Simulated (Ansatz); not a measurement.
Base system: KSrCl3 in the cubic perovskite structure (space group Pm-3m, No. 221; a = 5.6767 Å; a hypothetical phase, not in the database extracts checked). Axes: x, y, z lie along the cube axes.

(Cell as relaxed with PBE.)

Levels (all Ansatz, a quantum-chemistry and plane-wave program, PAW): PBE (420 eV, without spin-orbit coupling); r2SCAN (500 eV, no spin-orbit coupling).

Each level relaxes its own structure.

| base | PBE | r2SCAN |
|---|---|---|
| volume per atom | 36.59 Å³ | 35.81 Å³ |
| lattice parameter a | 5.677 Å | 5.636 Å |
| band gap | 4.44 eV | 5.19 eV |

Now apply this change: biaxial strain −2.85 %, plane normal [111], relaxed out of plane (Cartesian); in-plane vectors clamped, the third vector and the atoms free.

```tsv
quantity	PBE	r2SCAN
band gap	4.43 eV	5.16 eV
out-of-plane strain	+3.90 %	+3.99 %
electron mass	0.47 mₑ out of plane, 0.50 mₑ in plane (at Γ)	0.46 mₑ out of plane, 0.50 mₑ in plane (at Γ)
smallest direct gap	4.60 eV	5.33 eV
shift of the gap caused by the change	-0.01 eV	-0.02 eV
```

PBE's band gap lies 0.73 eV below r2SCAN's; PBE's out-of-plane strain lies 0.09 % below r2SCAN's; PBE's smallest direct gap lies 0.73 eV below r2SCAN's. Neither level is exact; r2SCAN is the comparison here, not a measurement.

Masses are band curvatures over ±0.01 Å⁻¹ around the edge. Whether these cells are dynamically stable was not tested. Many cubic perovskites are stable only at high temperature; tilts and polar distortions were not tested.
